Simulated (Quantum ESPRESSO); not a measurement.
**One base run on Bi2Se3 (R-3m, 5 atoms in the cell) and variants with one or two settings moved**

```
Bi2Se3
1.0
    2.06111     1.18998     9.81162
   -2.06111     1.18998     9.81162
    0.00000    -2.37996     9.81162
Bi Se
2 3
Direct
  0.39844   0.39844   0.39844
  0.60156   0.60156   0.60156
  0.00000   0.00000   0.00000
  0.21572   0.21572   0.21572
  0.78428   0.78428   0.78428
```

Base run A: PBE, GBRV 1.5 ultrasoft (PBE) pseudopotentials run with Quantum ESPRESSO 7.5, self-consistent single point.

Its settings: ecutwfc = 40 Ry; ecutrho = 200 Ry; occupations = smearing; smearing = gauss; degauss = 0.00147 Ry; potentials = {Bi: bi_pbe_v1.uspp.F.UPF, Se: se_pbe_v1.uspp.F.UPF}; K_POINTS = automatic 6 6 6 0 0 0; conv_thr = 1e-10 Ry.

The starting cell comes from a database of computed structures (which also holds hypothetical and non-ambient phases and stackings), without a prior relaxation at this level. Its lattice was rescaled by a random factor within 2.5 % of one. Spin-orbit coupling is off.

ΔF is the free energy per atom less that of run A. 

```json
[
 {"run": "A", "change": "base", "ΔF (meV/atom)": "0.00", "pressure (GPa)": "2.72", "largest force (eV/Å)": "0.357", "gap on the mesh (eV)": "0.419"},
 {"run": "B", "change": "conv_thr: 1e-10 Ry → 7.3e-14 Ry", "ΔF (meV/atom)": "0.00", "pressure (GPa)": "2.72", "largest force (eV/Å)": "0.357", "gap on the mesh (eV)": "0.418"},
 {"run": "C", "change": "ecutwfc: 40 Ry → 24 Ry; ecutrho: 200 Ry → 120 Ry", "ΔF (meV/atom)": "58.0", "pressure (GPa)": "1.23", "largest force (eV/Å)": "0.354", "gap on the mesh (eV)": "0.418"},
 {"run": "D", "change": "nbnd: default → 25", "ΔF (meV/atom)": "0.00", "pressure (GPa)": "2.72", "largest force (eV/Å)": "0.357", "gap on the mesh (eV)": "0.418"},
 {"run": "E", "change": "ecutwfc: 40 Ry → 16 Ry; ecutrho: 200 Ry → 80 Ry", "ΔF (meV/atom)": "211.9", "pressure (GPa)": "5.09", "largest force (eV/Å)": "0.185", "gap on the mesh (eV)": "0.430"},
 {"run": "F", "change": "occupations: smearing → tetrahedra_lin; smearing: gauss → default; degauss: 0.00147 Ry → default", "ΔF (meV/atom)": "0.00", "pressure (GPa)": "2.72", "largest force (eV/Å)": "0.357", "gap on the mesh (eV)": "0.419"}
]
```

Run C against A: The free energy rises by 58.0 meV/atom, the pressure goes from 2.72 to 1.23 GPa, the largest force moves little (0.357 to 0.354 eV/Å) and the gap on the mesh hardly changes (0.419 to 0.418 eV).

Run E against A: The free energy goes up by 212 meV/atom, the pressure goes from 2.72 to 5.09 GPa, the largest force goes from 0.357 to 0.185 eV/Å and the gap on the mesh goes from 0.419 to 0.430 eV.
